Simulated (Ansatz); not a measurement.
**Migration barriers: interstitial Li in diamond, charge state +1**

Defect: interstitial Li in diamond, charge state +1. Method: PBE, PAW (plane waves to 420 eV; Ansatz, a first-principles code).

216-site cell at the relaxed PBE lattice, the Γ point alone, smearing 0.01 eV, spin-restricted, no finite-size correction. Static, classical nuclei. The host's phase is taken as given; its stability against other phases was not computed. The charge state is imposed; whether it is stable for some Fermi level was not computed. Sites that were not tried may lie lower.

Barriers: single points on a 2×2×2 k-point mesh shifted by half a step at the bands' geometries.

| Route | Start site over the lowest site run (eV) | Hop (Å) | Forward barrier (eV) | Backward barrier (eV) | Neighbours at the start | Neighbours at the saddle | Saddle order | Forward, on the band's own sampling (eV) |
|---|---|---|---|---|---|---|---|---|
| a direct jump of one Li atom | 0.00 | 1.55 | 1.81 | 1.81 | 4 C at 1.63, 6 C at 1.84 Å | 6 C at 1.61 Å | not checked, on a symmetry element | 1.82 |

Paths come from CI-NEB runs.  A band can be held on a symmetry element, so unchecked saddle points there may be too high.

The whole set of runs took about 7 core-hours (a rough figure).
